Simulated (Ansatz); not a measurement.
**A computed series for ZnSe: pressure series**

Consider ZnSe in the zinc blende structure (space group F-43m, No. 216; a = 5.5675 Å).

Cell and atoms are relaxed at each pressure.

Computed with plane-wave PAW DFT at the LDA level (Ansatz, a first-principles code, 420 eV), without spin-orbit coupling.

```json
[
 {"P (GPa)": "-1.99", "V (Å³/atom)": "22.222"},
 {"P (GPa)": "-0.99", "V (Å³/atom)": "21.882"},
 {"P (GPa)": "0.91", "V (Å³/atom)": "21.308"},
 {"P (GPa)": "2.11", "V (Å³/atom)": "20.984"},
 {"P (GPa)": "4.50", "V (Å³/atom)": "20.410"},
 {"P (GPa)": "9.00", "V (Å³/atom)": "19.518"},
 {"P (GPa)": "14.99", "V (Å³/atom)": "18.583"},
 {"P (GPa)": "22.50", "V (Å³/atom)": "17.668"},
 {"P (GPa)": "30.00", "V (Å³/atom)": "16.936"}
]
```

Problem. Fit a third-order Birch–Murnaghan equation of state.

Solution. Least squares on P(V) = (3B₀/2)[(V₀/V)^(7/3) − (V₀/V)^(5/3)]·[1 + (3/4)(B₀′ − 4)((V₀/V)^(2/3) − 1)] gives V₀ = 21.57 Å³/atom, B₀ = 72 GPa and B₀′ = 4.5.

Measured bulk modulus of ZnSe: 62.4 GPa (temperature not stated; as listed in Cormac Toher et al., Physical Review Materials (2017)); the computed value is for a static lattice, so the two differ by thermal effects too.

Between the base and pressure 4.5 GPa the gap moves from 1.25 eV to 1.49 eV, a mean slope of 52 meV/GPa.

Load acts through the strain it causes; cell and atoms are relaxed under it. No phonon test of stability was made. Measured, ZnSe leaves this structure (for rock salt) near 13 GPa (temperature not stated; as listed in M. Köfferlein et al., Hyperfine Interactions (1994)).
